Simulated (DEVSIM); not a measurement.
Structure: Si n-p junction from an implanted or diffused profile, at 250 K.

```
layer (left to right)  material  thickness (μm)  Na (cm⁻³)  τn (s)  τp (s)
---------------------  --------  --------------  ---------  ------  ------
1                            Si             170       1e14  7.9e-5  7.9e-5
```

Added donor profile: 1.2e16 cm⁻³ × exp(−(x − 0 μm)²/(2·(0.046 μm)²)). Left contact: ohmic. Right contact: ohmic. Voltage is applied to the left contact. Recombination: SRH at mid-gap, radiative. Mobility is μmin + (μ − μmin)/(1 + (N/Nref)^α).

This is a model device: material constants are rounded textbook-type values typed into the input, and sizes, dopings and lifetimes were drawn at random. Values at 300 K; Nc and Nv go as T^1.5, mobilities as T to minus their exponent, the gap by Varshni's rule with the affinity fixed.

```tsv
parameter	Si
gap (eV)	1.124
affinity (eV)	4.05
permittivity	11.7
Nc (cm⁻³)	2.86e19
Nv (cm⁻³)	3.1e19
μn (cm²/Vs)	1417
μp (cm²/Vs)	470
μn,min	52
μp,min	45
Nref,n	9.7e16
Nref,p	2.2e17
αn	0.68
αp	0.72
T exponent of μn	2.3
T exponent of μp	2.2
B (cm³/s)	4.7e-15
Varshni α (eV/K)	0.000473
Varshni β (K)	636
```

Model (solved in DEVSIM): 1D drift-diffusion, Boltzmann statistics, complete ionisation; no tunnelling, impact ionisation, image-force lowering or self-heating.

The doping Na of layer 1 was swept, all else fixed.

```
doping Na of layer 1 (cm^-3)  potential step across the device at zero bias (V)
----------------------------  -------------------------------------------------
3e12                                                                      0.632
1e13                                                                      0.658
3e13                                                                      0.682
1e14                                                                      0.708
3e14                                                                      0.731
1e15                                                                      0.756
3e15                                                                      0.775
```

From the first row to the last the potential step across the device at zero bias goes from 0.632 to 0.775.
